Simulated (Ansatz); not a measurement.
A self-consistent single point of KI (Fm-3m, 2 atoms in the cell) with Ansatz (a quantum-chemistry and plane-wave program)

Method: LDA (PW92), default PAW files made with PBE (plane waves; Ansatz).

The input file:

Ansatz 0.2 input:
```yaml
crystal:
  lattice:
    - [0.00000000, 3.51732500, 3.51732500]
    - [3.51732500, 0.00000000, 3.51732500]
    - [3.51732500, 3.51732500, 0.00000000]
  atoms:
    - { symbol: K, position: [0.00000000, 0.00000000, 0.00000000] }
    - { symbol: I, position: [0.50000000, 0.50000000, 0.50000000] }
basis:
  ecutwfc: 420.0
kpoints:
  mp_grid:
    grid: [6, 6, 6]
hamiltonian:
  xc: lda
  pseudopotentials:
    kind: paw
scf:
  occupations:
    method: fermi_dirac
    width: 0.05
output:
  forces: true
  eigenvalues: true
  stress: true
```

Output, abridged:

```
WARN ansatz: RAYON_NUM_THREADS=1 ignored (pool sized by the plan → 1); use --threads N
Pseudopotentials: kind: paw
Pseudopotential: K, paw, valence charge 9
Pseudopotential: I, paw, valence charge 17
Crystal: 2 atoms, lattice volume = 87.030 Å³
Basis set: ecut = 420 eV, 1687 PW (Γ)
Bands: 17, of which v1, the nominal top of the filled ones, is band 13 counted from 1 (12 counted from 0)
Symmetry: 48 space group operations
Space group: Fm-3m (ITA 225), of the structure as read, at distance tolerance 4.4e-5 Å
k-points: 16 of 216
PAW frozen core: K, regenerated for the run's functional, and the local potential with it
PAW frozen core: I, regenerated for the run's functional, and the local potential with it
Initial density: superposition of atomic densities (neutral atoms: chi_scale 0, normalization atom), corrected by the library's trained network
Initial wavefunctions: pseudopotential atomic-orbital guess
Eigensolver: davidson
Functional: x = slater, c = lda
SCF iter   1: F=—  HF=-8855.068080 eV  |F-HF|=—  |Δ(HF+E_count)|=         —  Δρ=4.37e-3  dr2=7.70e-3  ethr=1.77e-3  ⟨swp⟩=7.0  Hψ=1588  notcnv=0
all-band conjugate gradients solve this SCF's bands
preconditioner: auto → none
SCF iter   2: F=—  HF=-8855.065507 eV  |F-HF|=—  |Δ(HF+E_count)|=   2.57e-3  Δρ=2.16e-3  dr2=1.59e-3  ethr=2.96e-5  ⟨swp⟩=2.1  Hψ=559  notcnv=0
SCF iter   3: F=—  HF=-8855.065340 eV  |F-HF|=—  |Δ(HF+E_count)|=   1.67e-4  Δρ=4.00e-4  dr2=2.14e-4  ethr=6.12e-6  ⟨swp⟩=2.2  Hψ=471  notcnv=0
SCF iter   4: F=—  HF=-8855.065233 eV  |F-HF|=—  |Δ(HF+E_count)|=   1.07e-4  Δρ=6.90e-5  dr2=3.06e-6  ethr=8.23e-7  ⟨swp⟩=2.0  Hψ=480  notcnv=0
SCF iter   5: F=—  HF=-8855.065234 eV  |F-HF|=—  |Δ(HF+E_count)|=   5.20e-7  Δρ=1.04e-5  dr2=5.16e-8  ethr=1.18e-8  ⟨swp⟩=2.0  Hψ=480  notcnv=0
SCF iter   6: F=-8855.065234 eV  HF=-8855.065234 eV  |F-HF|=3.95e-9  |Δ(HF+E_count)|=  6.22e-10  Δρ=2.80e-6  dr2=3.69e-9  ethr=1.99e-10  ⟨swp⟩=4.4  Hψ=1216  notcnv=0
SCF 1 converged in 6 iterations: F = -8855.065234 eV  dr2 = 3.69e-9
SCF converged after 6 iterations
Free energy (F): -8855.065234 eV
Harris-Foulkes:  -8855.065234 eV  (|F-HF|=3.95e-9)
Internal energy: -8855.065234 eV  (E = F + TS)
E sigma→0 (E₀):  -8855.065234 eV
Fermi energy:    3.968906 eV
--- Per-component energies (eV) ---
  E_band       = -524.858848
  E_kinetic    = 443.248409
  E_local      = -2822.324686  (includes V_loc(G=0)·N_el)
  E_nonlocal   = -69.775054
  E_hartree    = 1333.778502
  E_xc         = -260.152260
  E_vxc        = -292.057688  (∫ρ·V_xc dr)
  E_paw        = -5403.360885  (= ΣΔE_a)
  E_vpaw       = -451.504106  (= ΣTr[D̂ρ^β])
  E_aug_tail   = 0.000060  (compensation charges beyond the density's cutoff)
  E_ewald      = -2077.518035
  E_core_change = 1.038715  (= ΣΔE_core)
  E_smearing   = -0.000000  (= −TS)
  E_closure    = -0.000000  (closes the sum)
  Σ components = -8855.065234   (vs F -8855.065234, Δ=0.00e0)
--- Forces (eV/Å), atoms counted from 1 ---
  atom   1  K     -0.00000000     0.00000000     0.00000000
  atom   2  I      0.00000000    -0.00000000     0.00000000
  max |Σ_I F_I| component: 6.00e-29 eV/Å
--- Stress (GPa, compression-positive) ---
       -1.191297      -0.000000      -0.000000
        0.000000      -1.191297      -0.000000
        0.000000      -0.000000      -1.191297
  P = ⅓ Tr σ = -1.1913 GPa (-11.913 kbar)
  The stress holds the Pulay correction. Without it, at fixed plane waves, as pw.x and ABINIT print it: P = -1.2069 GPa
--- Band table (eV; the first three rows and the last of 16) ---
  k-point 0: bands = ["-40.6304", "-40.6304", "-40.6275", "-40.6275", "-40.6275", "-26.0611", "-9.7482", "-9.7482", "-9.7482", "-8.5335", "2.1024", "2.1024", "2.1024", "5.7384", "8.3988", "8.3988", "8.3988"]
  k-point 1: bands = ["-40.6304", "-40.6304", "-40.6275", "-40.6275", "-40.6275", "-26.0605", "-9.8021", "-9.7489", "-9.7489", "-8.4467", "1.6436", "2.0042", "2.0042", "6.3950", "8.3070", "8.6954", "8.6954"]
  k-point 2: bands = ["-40.6304", "-40.6304", "-40.6275", "-40.6275", "-40.6275", "-26.0593", "-9.8940", "-9.7502", "-9.7502", "-8.2871", "0.9656", "1.8233", "1.8233", "7.1846", "8.9045", "9.4195", "9.4195"]
  k-point 15: bands = ["-40.6304", "-40.6304", "-40.6275", "-40.6274", "-40.6274", "-26.0579", "-9.8029", "-9.7929", "-9.7771", "-8.3292", "1.1781", "1.5048", "1.5192", "7.5360", "8.2731", "9.3005", "10.2199"]
```

The run converged in 6 iterations.

The starting cell has typed, rounded lattice constants, without a prior relaxation at this level. Its lattice was rescaled by up to half a per cent. Spin-orbit coupling is off. Ansatz's pressure includes its estimate of the finite-basis (Pulay) stress.
